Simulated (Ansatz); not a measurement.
LiBr under a change: pressure −1 GPa

Start from LiBr in the rock salt structure (space group Fm-3m, No. 225; a = 5.5111 Å).

Modification: hydrostatic tension (pressure −1 GPa).

Calculations: Ansatz (a program for electronic structure) PBE, no spin-orbit coupling. Γ-centred 10×10×10 mesh, Fermi–Dirac width 0.05 eV.

```json
[
 {"quantity": "volume per atom", "base": "20.92 Å³", "changed": "21.83 Å³", "shift": "+0.91 Å³"},
 {"quantity": "density", "base": "3.45 g/cm³", "changed": "3.30 g/cm³", "shift": "-0.143 g/cm³"},
 {"quantity": "lattice parameter a", "base": "5.511 Å", "changed": "5.589 Å", "shift": "+0.078 Å"},
 {"quantity": "shortest interatomic distance", "base": "2.756 Å", "changed": "2.795 Å", "shift": "+0.039 Å"},
 {"quantity": "enthalpy H = E + PV relative to the base's energy", "base": "–", "changed": "-0.13 eV/atom", "shift": "–"},
 {"quantity": "band gap", "base": "4.91 eV", "changed": "4.73 eV", "shift": "-0.175 eV"},
 {"quantity": "width of the top valence band", "base": "1.13 eV", "changed": "1.06 eV", "shift": "-0.076 eV"},
 {"quantity": "electron mass", "base": "0.35 mₑ (at Γ)", "changed": "0.35 mₑ (at Γ)", "shift": "–"},
 {"quantity": "valley order (the lowest conduction-band minima on the path, energy above the VBM, named in the base's zone)", "base": "Γ 4.91 eV; L along ⟨111⟩ 5.62 eV; X along ⟨100⟩ 6.23 eV", "changed": "Γ 4.73 eV; L along ⟨111⟩ 5.60 eV; X along ⟨100⟩ 6.16 eV", "shift": "–"}
]
```

Load acts through the strain it causes; cell and atoms are relaxed under it. Effective masses come from finite differences of ±0.01 Å⁻¹. No phonon test of stability was made.
